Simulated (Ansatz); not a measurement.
The reference is a 16-atom supercell of Sc in the hcp (Mg type) structure (space group P6_3/mmc, No. 194; a = 3.319 Å, c = 5.166 Å) at its relaxed geometry.

Calculations: PBE (Ansatz, a first-principles code; PAW; 420 eV plane waves; no spin-orbit coupling).

Before the change:

The mean distance from the defect site to its nearest host atoms is 3.22 Å.

Perturbation: a neutral Ca on a Sc site, atoms relaxed at fixed cell, starting from a slightly rattled geometry.

Tabulated Pauling electronegativity and covalent radius: Sc 1.36, 1.70 Å; Ca 1.00, 1.76 Å.

### Question
Estimate the effect on the largest displacement of a host atom from its site in the perfect cell.

### Answer
The largest displacement of a host atom from its site in the perfect cell comes out as 0.08 Å.

### Question
Estimate the effect on the mean distance from the defect site to its nearest host atoms.

### Answer
The mean distance from the defect site to its nearest host atoms goes up by 0.08 Å to 3.30 Å.

The cell is small, so the values are those of an ordered compound at a high defect concentration; dilute-limit values will differ. All final runs are without spin polarisation. The defect cell is not spin-polarised.
